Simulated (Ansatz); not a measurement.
Consider Ru in the hcp (Mg type) structure (space group P6_3/mmc, No. 194; a = 2.706 Å, c = 4.265 Å; relaxed with 0.1 eV smearing). Axes: x lies along a and z along c of the hexagonal cell.

Calculations: Kohn–Sham DFT with the r2SCAN functional, run in Ansatz (a first-principles code) with PAW and 500 eV plane waves, no spin-orbit coupling, earlier PAW set.

Base values:

```
Quantity                        Result
-----------------------------  -------
Shortest interatomic distance  2.643 Å
Band gap                          zero
```

Now apply this change: biaxial strain −2.48 %, plane normal [001], relaxed out of plane (Cartesian); in-plane vectors clamped, the third vector and the atoms free.

### Question
How does this affect the ratio −ε⊥/ε∥?

### Answer
The ratio −ε⊥/ε∥ comes out as 0.56.

### Question
Estimate the effect on the shortest interatomic distance.

### Answer
The shortest interatomic distance decreases by 0.005 Å, from 2.643 Å to 2.638 Å.

### Question
Predict the new in-plane stress.

### Answer
The mean in-plane stress (compression positive) amounts to +20.2 GPa.

### Question
What does the calculation give for the band gap after the change?

### Answer
The band gap is still zero.

Whether these cells are dynamically stable was not tested. All final runs are without spin polarisation.
